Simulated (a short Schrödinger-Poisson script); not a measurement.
Stack: gated Al0.25Ga0.75As/GaAs δ-doped gas, at 20 K.

| layer | material | thickness (nm) | Na (cm⁻³) |
|---|---|---|---|
| 1 | Al0.25Ga0.75As | 20 | - |
| 2 | Al0.25Ga0.75As | 2 | - |
| 3 | GaAs | 6000 | 2e15 |

Constants are typed, rounded textbook-type inputs, not results; the design itself was drawn at random and stands for no fabricated device. Al0.25Ga0.75As: permittivity 12.19, conduction-band edge (eV) 0.198, gap (eV) 1.736, electron mass (mₑ) 0.0878, Nv at 300 K (cm⁻³) 9e18. GaAs: permittivity 12.9, conduction-band edge (eV) 0, gap (eV) 1.424, Nv at 300 K (cm⁻³) 9e18.

Channel valleys (confinement mass, in-plane density-of-states mass, number): Γ 0.067, 0.067, 1. At the gate the conduction-band edge of layer 1 lies 0.95 eV − eVg above the Fermi level of the channel; the field vanishes at the back. Sheet of ionised δ-doping: +2.1e12 e/cm² at 20 nm from the gate. The barrier under the gate holds no holes. Gaps are held at their typed values at every temperature. Mesh 0.08 nm at interfaces.

Solved with a short Schrödinger-Poisson script written for these runs: 1D Poisson equation in equilibrium, electrons quantum, Hartree (BenDaniel-Duke, 40 states a valley, the channel's in-plane mass for all, wave functions free to enter the barrier), parabolic valleys, classical holes, full ionisation, no traps, pinning or gate leakage.

The same stack at other levels of the model or other numerical settings:

```
run                                                                  sheet density of all electrons at Vg = 0.5 V (cm⁻²)  capacitance at Vg = 0.5 V (μF/cm²)  centroid of the channel electrons at Vg = 0.5 V (nm)  rough cost against the base
-------------------------------------------------------------------  ---------------------------------------------------  ----------------------------------  ----------------------------------------------------  ---------------------------
base                                                                                                             6.62e11                               0.403                                                  5.21                      about 1
electrons treated as classical, Boltzmann                                                                     (withheld)                               0.485                                            (withheld)                         0.04
electrons treated as classical, Fermi-Dirac                                                                      6.93e11                               0.400                                                  3.63                          0.2
electrons treated as quantum, Hartree plus LDA exchange-correlation                                              6.88e11                               0.410                                            (withheld)                      about 1
mesh six times as coarse                                                                                         6.62e11                               0.403                                                  5.19                          0.3
one subband a valley                                                                                             6.62e11                               0.403                                                  5.21                          0.3
```

**Question.** Fill in the missing entries.

**Answer.** 
- electrons treated as classical, Boltzmann, centroid of the channel electrons at Vg = 0.5 V (nm): 0.37
- electrons treated as quantum, Hartree plus LDA exchange-correlation, centroid of the channel electrons at Vg = 0.5 V (nm): 5.03
- electrons treated as classical, Boltzmann, sheet density of all electrons at Vg = 0.5 V (cm⁻²): 8.88e11

The classical rows ignore confinement, and Boltzmann statistics overrate the density once the band edge passes the Fermi level.
